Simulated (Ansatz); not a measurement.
Pressure series in SnO2

Consider SnO2 in the rutile structure (space group P4_2/mnm, No. 136).

Space group P4₂/mnm (No. 136); a = b = 4.7224 Å, c = 3.1903 Å, α = β = γ = 90.00°

| atom | site | symmetry | x | y | z |
|---|---|---|---|---|---|
| Sn | 2a | m.mm | 0.0000 | 0.0000 | 0.0000 |
| O | 4f | m.2m | 0.3061 | 0.3061 | 0.0000 |

Cell and atoms are relaxed at each pressure.

Computed with plane-wave PAW DFT at the LDA level (Ansatz, a program for electronic structure, 420 eV), no spin-orbit coupling.

```json
[
 {"pressure (GPa)": "-2", "band gap (eV)": "1.05"},
 {"pressure (GPa)": "-1", "band gap (eV)": "1.11"},
 {"pressure (GPa)": "0", "band gap (eV)": "1.16"},
 {"pressure (GPa)": "0.9", "band gap (eV)": "1.21"},
 {"pressure (GPa)": "2.1", "band gap (eV)": "?"},
 {"pressure (GPa)": "4.5", "band gap (eV)": "1.39"},
 {"pressure (GPa)": "9", "band gap (eV)": "1.61"},
 {"pressure (GPa)": "15", "band gap (eV)": "1.88"}
]
```

Problem. Fit E_g = E₀ + αP + βP² to the rows shown and predict the withheld row.

Solution. Least squares on the printed values gives E₀ = 1.16 eV, α = 52.9 meV/GPa, β = -0.33 meV/GPa² (largest residual 0.00 eV); this predicts 1.27 eV, and the run gives 1.27 eV, in agreement.

Load acts through the strain it causes; cell and atoms are relaxed under it. No phonon test of stability was made. Competing high-pressure phases were not computed.
